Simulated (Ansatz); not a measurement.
A self-consistent single point of BaTe (Fm-3m, 2 atoms in the cell) with Ansatz (a quantum-chemistry and plane-wave program).

Level of theory: PBE, norm-conserving files (source: ansatz) (plane waves; Ansatz).

```
BaTe
1.0
    0.00000     3.48250     3.48250
    3.48250     0.00000     3.48250
    3.48250     3.48250     0.00000
Ba Te
1 1
Cartesian
  0.00000   0.00000   0.00000
  3.48250   3.48250   3.48250
```

Reference input (self-consistent single point, DFT, PBE, plane waves, default PAW files): basis.ecutwfc = 420 eV; kpoints.mp_grid.grid = 6 6 6; hamiltonian.xc = pbe; hamiltonian.pseudopotentials = {kind: paw} (the program's default PAW files); scf.occupations.method = fermi_dirac; scf.occupations.width = 0.05 eV. This run's input differs from it in these lines:

Ansatz 0.2 input:
```diff
@@ -9,3 +9,3 @@
 basis:
-  ecutwfc: 420.0
+  ecutwfc: 1120.0
 kpoints:
@@ -14,3 +14,3 @@
   xc: pbe
-  pseudopotentials: { kind: paw }
+  pseudopotentials: { kind: nc, source: ansatz }
 scf:
```

The program printed (abridged):

```
SCF iter   1: F=—  HF=-3729.291024 eV  |F-HF|=—  |Δ(HF+E_count)|=         —  Δρ=3.29e-2  dr2=1.82e0  ethr=3.10e-3  ⟨swp⟩=22.6  Hψ=3648  notcnv=0
all-band conjugate gradients solve this SCF's bands
preconditioner: auto → none
SCF iter   2: F=—  HF=-3728.676344 eV  |F-HF|=—  |Δ(HF+E_count)|=   6.15e-1  Δρ=1.29e-2  dr2=2.08e-1  ethr=3.10e-3  ⟨swp⟩=5.2  Hψ=864  notcnv=0
SCF iter   3: F=—  HF=-3728.639385 eV  |F-HF|=—  |Δ(HF+E_count)|=   3.70e-2  Δρ=5.83e-3  dr2=2.76e-2  ethr=8.01e-4  ⟨swp⟩=3.9  Hψ=516  notcnv=0
SCF iter   4: F=—  HF=-3728.645250 eV  |F-HF|=—  |Δ(HF+E_count)|=   5.87e-3  Δρ=5.47e-4  dr2=2.65e-4  ethr=1.06e-4  ⟨swp⟩=3.1  Hψ=422  notcnv=0
SCF iter   5: F=—  HF=-3728.645446 eV  |F-HF|=—  |Δ(HF+E_count)|=   1.96e-4  Δρ=1.21e-4  dr2=4.24e-6  ethr=1.02e-6  ⟨swp⟩=3.7  Hψ=558  notcnv=0
SCF iter   6: F=—  HF=-3728.645437 eV  |F-HF|=—  |Δ(HF+E_count)|=   9.18e-6  Δρ=1.35e-5  dr2=1.23e-7  ethr=1.63e-8  ⟨swp⟩=2.8  Hψ=437  notcnv=0
SCF iter   7: F=-3728.645437 eV  HF=-3728.645437 eV  |F-HF|=1.17e-9  |Δ(HF+E_count)|=   2.22e-7  Δρ=1.84e-6  dr2=2.72e-9  ethr=3.85e-10  ⟨swp⟩=14.3  Hψ=2049  notcnv=0
SCF 1 converged in 7 iterations: F = -3728.645437 eV  dr2 = 2.72e-9
Free energy (F): -3728.645437 eV
Internal energy: -3728.645437 eV  (E = F + TS)
E sigma→0 (E₀):  -3728.645437 eV
Fermi energy:    7.403321 eV
--- Forces (eV/Å), atoms counted from 1 ---
  atom   1  Ba    -0.00000000     0.00000000    -0.00000000
  atom   2  Te     0.00000000    -0.00000000     0.00000000
--- Stress (GPa, compression-positive) ---
        1.344483       0.000000       0.000000
        0.000000       1.344483      -0.000000
        0.000000      -0.000000       1.344483
  P = ⅓ Tr σ = 1.3445 GPa (13.445 kbar)
  The stress holds the Pulay correction. Without it, at fixed plane waves, as pw.x and ABINIT print it: P = 1.3391 GPa
```

The run converged in 7 iterations. Against the reference run the pressure stays at 1.34 GPa and the gap on the mesh moves little (1.571 to 1.570 eV).

The starting cell has typed, rounded lattice constants, without a prior relaxation at this level. Its lattice was rescaled by up to half a per cent. Spin-orbit coupling is off. Ansatz's pressure includes its estimate of the finite-basis (Pulay) stress.
